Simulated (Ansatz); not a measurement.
The starting structures come from a database of crystals and need not be the phases stable at ambient conditions.

 Where the default PAW files enter, the runs use the earlier of Ansatz's two default sets.

Crystal: YVO₄ (I4_1/a, not sure to be the ambient phase, 12 atoms a cell, 12.3 Å³ an atom, -9 GPa at this level); planes in its conventional cell.

The numbers are results of r2SCAN (plane waves, PAW; Ansatz, a first-principles code), not measurements.

The gap is the functional's own. No spin-orbit coupling. Mid-gap values are interpolated on the energy grid.

```json
[
 {"plane": "(001)", "area of the cell (Å²)": "26.0", "mid-gap κ (1/Å)": "0.53", "largest κ in the gap (1/Å)": "0.53"},
 {"plane": "(110)", "area of the cell (Å²)": "40.9", "mid-gap κ (1/Å)": "___", "largest κ in the gap (1/Å)": "___"}
]
```

Q: The slowest decay depends on the direction. Supply the withheld values.

A: 
- (110), mid-gap κ (1/Å): 0.45
- (110), largest κ in the gap (1/Å): 0.45
